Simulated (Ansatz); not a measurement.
The reference is ZnS in the wurtzite structure (space group P6_3mc, No. 186; a = 3.8453 Å, c = 6.3052 Å). Axes: x lies along a and z along c of the hexagonal cell.

Calculations: PBE, PAW, 420 eV (Ansatz, a program for electronic structure; no spin-orbit coupling).

For the base:

| Item | Result |
|---|---|
| Gap character | direct at Γ |
| Electron mass | 0.16 mₑ along c, 0.18 mₑ across (at Γ) |

Perturbation: compressive biaxial strain of 1.20 % in the plane normal to [001], as in epitaxy on a mismatched substrate; the out-of-plane cell vector and the atoms relax.

Problem. Estimate the effect on the gap character, ratio −ε⊥/ε∥ and electron mass.

Solution. The gap character is still direct at Γ; the ratio −ε⊥/ε∥ is 0.58; the electron mass changes from 0.16 mₑ along c, 0.18 mₑ across (at Γ) to 0.15 mₑ out of plane, 0.19 mₑ in plane (at Γ).

Masses are band curvatures over ±0.01 Å⁻¹ around the edge. No phonon test of stability was made.
